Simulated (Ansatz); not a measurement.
The parent structure is CdS in the zinc blende structure (space group F-43m, No. 216; a = 5.878 Å). Axes: x, y, z lie along the cube axes.

Computed with plane-wave PAW DFT at the r2SCAN level (Ansatz, a program for electronic structure, 500 eV), no spin-orbit coupling.

Strains are applied to the cell and any free atomic positions relax.

One change was made to it. Results:

```csv
quantity,base,after
band gap,1.54 eV,1.53 eV
"valence-band top at Γ (three highest levels, from the VBM)","0.00, 0.00, 0.00 eV","0.00, -0.01, -0.02 eV"
```

### Question
What was done to the base?
A) tensor shear ε_xy = +2.00 %
B) tensor shear ε_xy = +0.29 %
C) tensor shear ε_xy = +1.43 %
D) tensor shear ε_xy = +1.71 %

### Answer
B, tensor shear ε_xy = +0.29 %. For comparison, the band gap in the other runs: tensor shear ε_xy = +1.71 % gives 1.47 eV; tensor shear ε_xy = +1.43 % gives 1.48 eV; tensor shear ε_xy = +2.00 % gives 1.45 eV.

Stability against distortions was not tested.
